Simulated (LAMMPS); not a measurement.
Pressure dependence of W (bcc) at 2220 K, from the crystal.

Computed with classical MD, pair style meam, file WL.meam; code LAMMPS.

```tsv
P (GPa)	state	volume	coordination number
0	crystal; no diffusion seen in 30 ps	16.3494 ± 0.0004 Å³/atom	14.0 (counted to 3.86 Å)
2	crystal; no diffusion seen in 30 ps	16.2299 ± 0.0009 Å³/atom	14.0 (counted to 3.86 Å)
5	crystal; no diffusion seen in 30 ps	16.060 ± 0.001 Å³/atom	14.0 (counted to 3.86 Å)
```

Caution: a run this short can hold a crystal over, or a liquid under, the potential's own melting point, which these runs don't give.

Estimate the isothermal bulk modulus at zero pressure. A parabola P(ln V) through the three points gives −dP/d ln V = 270 GPa at zero pressure.

States go by the mean squared displacement: a species diffuses where it passes 1.5 Å², still rises and gives D over 1e-6 cm²/s; a crystal has left its structure where atoms lie 0.35 Å off their sites on average or a cubic box changes its shape by 3 %, or the axial ratios of another lie 8 % off the starting cell's, which the potential's own relaxation can also do.

Uncertainties are statistical and leave out the potential's own error.
